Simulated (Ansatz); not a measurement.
Reference: MoP (Pm-3m), PBEsol, DFPT electron-phonon coupling, linearised Boltzmann equation (plane waves, PAW, scalar-relativistic; Ansatz, an electronic-structure program); geometry: relaxed with this functional, without spin-orbit coupling.

MoP is modelled in the cubic space group Pm-3m (No. 221), the CsCl type structure, Pearson symbol cP2. Lattice parameters: a = b = c = 2.9734 Å, α = β = γ = 90.00°. Mo on 1a is surrounded by 8 P at 2.575 Å and 6 Mo at 2.973 Å. P on 1b is coordinated by 8 Mo at 2.575 Å (cubic). (Neighbours: up to the widest gap in distance over summed covalent radii, below 1.35, at either atom; cation-cation and far metal-metal contacts left out.)

The resistivity at 300 K comes out as 9.7 μΩ·cm and the mean free path at 300 K is 7.3 nm.

### Question
Replace Mo by Nb on the same sites and relax. What happens?

### Answer
NbP (Pm-3m): volume per atom 13.1 to 14.6 Å³; resistivity at 300 K rises (9.7 μΩ·cm to 20 μΩ·cm); mean free path at 300 K falls (7.3 nm to 6.1 nm).

Moves up to 11 % count as about the same. Metals; harmonic phonons alone scatter; means over directions. The mean free path is weighted by the current that each state carries. Halving the electron mesh moves these values by up to 8 %; q meshes are mostly untested. Spin-orbit coupling is left out.

Computed structure with no diffraction record at hand here (it may be known, metastable or hypothetical): MoP (Pm-3m), NbP (Pm-3m).
